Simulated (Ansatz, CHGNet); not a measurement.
For GeSe (model structure, started from the 4H type, P6₃mc, No. 186, 8 atoms in the cell), the machine-learned potential CHGNet 0.3.0 (trained on PBE and PBE+U data) gives:

| Item | Result |
|---|---|
| lattice parameter a | 3.823 Å |
| c axis length | 17.633 Å |

Question: What does LDA (plane waves, PAW; Ansatz, a quantum-chemistry and plane-wave program) give for the same quantities?

Answer: 
- lattice constant a: 4.666 Å (rises by 22 %)
- lattice parameter c: 10.983 Å (falls by 38 %)

Changes are worked out from the printed values.

Unless a cell is named, each level is at its own relaxed cell (CHGNet 0.3.0 27.89, LDA 25.89 Å³/atom).

Caveats: the cell has another shape than the first-principles one, perhaps another minimum in the same group (CHGNet 0.3.0). Ansatz's density-functional and Hartree–Fock values are scalar-relativistic unless marked +SOC, with PAW data made under PBE.

A model structure was made by putting elements into a prototype or built by hand; it is no filed structure, need not be a known phase, and can be a saddle point held by its symmetry.
